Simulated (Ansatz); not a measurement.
# Band gap of SrHfN2 (model structure, started from the LiVN2 type, Pna2₁, No. 33, 16 atoms in the cell) at several levels of theory

No measured value is used here.

| level (code) | value (eV) | cell (Å³/atom) |
|---|---|---|
| LDA (Ansatz) | 2.30 | 17.23 |
| PBEsol+SOC (Ansatz) | 2.18 (direct) | 17.74 |
| r²SCAN+SOC (Ansatz) | 2.68 (direct) | 17.74 |
| r²SCAN+rVV10 (Ansatz) | 2.57 | 17.93 |
| dielectric-dependent PBEsol hybrid (Ansatz) | 3.32 | 17.74 |
| HSE06 (Ansatz) | 3.23 | 17.74 |
| PBE0 (Ansatz) | 3.91 | 17.74 |

Computed values are for a static lattice. Levels without +SOC have no spin–orbit coupling; where heavier elements are present it shifts gaps, mostly down, and can invert bands.  PBEsol+SOC, r²SCAN+SOC: the gap is read on the k mesh or supercell of the run alone and can be too large. Values are at the PBEsol cell; LDA at the level's own relaxed cell; r²SCAN+rVV10 at the level's own relaxed cell. Cutoffs and k meshes differ between the levels. Ansatz's density-functional and Hartree–Fock values are scalar-relativistic unless marked +SOC, with PAW data made under PBE.

A model structure was made by putting elements into a prototype or built by hand; it is no filed structure, need not be a known phase, and can be a saddle point held by its symmetry.

Ansatz is a program for electronic structure.
